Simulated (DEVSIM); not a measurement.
Structure: Ti/SiON/p-Si capacitor, at 250 K.

Layer 1 from the left is SiON, thickness (nm) 3.60. Layer 2 from the left is Si, thickness (nm) 9600, Na (cm⁻³) 3.6e15.

Metal gate on the left, work function 4.33 eV. Fixed charge at the semiconductor interface 7.2e11 cm⁻² (in units of +e); no interface traps.

This is a model device: material constants are rounded textbook-type values typed into the input, and sizes, dopings and lifetimes were drawn at random. Values at 300 K; Nc and Nv go as T^1.5, mobilities as T to minus their exponent, the gap by Varshni's rule with the affinity fixed.

SiON: gap (eV) 7, affinity (eV) 1.4, permittivity 5.5. Si: gap (eV) 1.124, affinity (eV) 4.05, permittivity 11.7, Nc (cm⁻³) 2.86e19, Nv (cm⁻³) 3.1e19, Varshni α (eV/K) 0.000473, Varshni β (K) 636.

Q: Estimate by hand the flat-band voltage, the threshold voltage, and compare with a numerical solution.

A: 
- Flat-band voltage: C = 1.35 μF/cm², work-function difference -0.667 V; VFB = φms − qNf/C = -0.75 V; numerical -0.75 V.
- Threshold voltage: φF = 0.380 V, depletion charge √(4εqNφF) = 3.01e-8 C/cm²; VT = VFB + 2φF + Qd/C = 0.03 V; numerical 0.03 V.

Model (solved in DEVSIM): 1D Poisson equation in equilibrium, Boltzmann statistics, complete ionisation; no quantum confinement or tunnelling. Metal contacts follow the ideal Schottky-Mott rule: no Fermi-level pinning, no interface dipoles.
